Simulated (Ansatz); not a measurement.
What uniaxial strain ε_xx = −3.00 % does to Ga2O3

Consider Ga$_{2}$O$_{3}$ in the corundum structure (space group R-3c, No. 167; a = 4.950 Å, c = 13.306 Å (hexagonal axes)). Axes: x lies along a and z along c of the hexagonal cell.

One thing is altered: the cell is compressed by 3.00 % along x with no lateral relaxation; the atoms relax in the strained cell.

Calculations: Ansatz (an electronic-structure program), LDA, PAW, cutoff 420 eV, without spin-orbit coupling. k-mesh 8×8×8 (Γ-centred); smearing 0.05 eV (Fermi–Dirac).

The volume per atom drops by 0.28 Å³, from 9.41 Å³ to 9.13 Å³ and the space group goes from R-3c (No. 167) to C2/c (No. 15). The shortest interatomic distance drops by 3.34 pm, from 191.1 pm to 187.7 pm and the energy increases by 11 meV/atom. The pressure (mean of the normal stresses, compression positive) goes from zero to 8.20 GPa and the band gap goes up by 0.34 eV (3.04 eV → 3.38 eV). The gap character is indirect, k = (0, 0.125, -0.125) in the run's primitive reciprocal basis → Γ and the smallest direct gap grows by 0.254 eV to 3.57 eV. The electron mass becomes 0.26 mₑ (at Γ) (base: 0.24 mₑ (at Γ)) and the largest internal atomic displacement amounts to 0.016 Å. The stress (xx, yy, zz, yz, xz, xy; compression positive) amounts to (13.31, 6.39, 4.91, 0.56, 0.00, 0.00) GPa.

Effective masses come from finite differences of ±0.01 Å⁻¹. Stability against distortions was not tested. Labels are those of the standard path for the cell's own space group.
